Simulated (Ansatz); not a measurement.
# Hypothetical zinc blende BiB: alloy series

Start from BiB in the zinc blende structure (space group F-43m, No. 216; a hypothetical phase, not in the database extracts checked).

```xyz
2
Lattice="0.0000 2.7284 2.7284 2.7284 0.0000 2.7284 2.7284 2.7284 0.0000" Properties=species:S:1:pos:R:3 pbc="T T T"
Bi     4.0925     4.0925     4.0925
B      0.0000     0.0000     0.0000
```

The other end (x = 1) is BP in the zinc blende structure (space group F-43m, No. 216): 11.54 Å³/atom, gap 1.11 eV.

P replaces a fraction x of Bi; each row is one arrangement (x, atoms in the cell, starting space group or random), fully relaxed.

Computed with Ansatz (a program for electronic structure) PBEsol, scalar-relativistic without spin-orbit coupling, earlier PAW set.

Notes on the quantities. mixing energy: to 0.01 eV only: unlike meshes or grids.

```json
[
 {"change": "base", "mixing energy": "–", "volume per atom": "20.31 Å³"},
 {"change": "x(P) = 0.25, 8 atoms, Pmm2", "mixing energy": "+0.10 eV/atom", "volume per atom": "17.71 Å³"},
 {"change": "x(P) = 0.333, 6 atoms, I-4m2", "mixing energy": "+0.18 eV/atom", "volume per atom": "16.90 Å³"},
 {"change": "x(P) = 0.667, 6 atoms, I-4m2", "mixing energy": "(withheld)", "volume per atom": "(withheld)"},
 {"change": "x(P) = 0.667, 6 atoms, P3m1", "mixing energy": "+0.22 eV/atom", "volume per atom": "14.20 Å³"}
]
```

Problem. Fill in the withheld entries from the trend.

Solution. 
- x(P) = 0.667, 6 atoms, I-4m2, mixing energy: +0.17 eV/atom
- x(P) = 0.667, 6 atoms, I-4m2, volume per atom: 14.02 Å³

These are small ordered cells, not random alloys; other orderings at the same x differ. With Bi present, leaving out spin-orbit coupling can change the band edges. Whether these cells are dynamically stable was not tested. The final runs are not spin-polarised. A zero or small gap of Bi3B4P, Bi2B3P and BiB3P2 can be the functional's error rather than a property of the material.
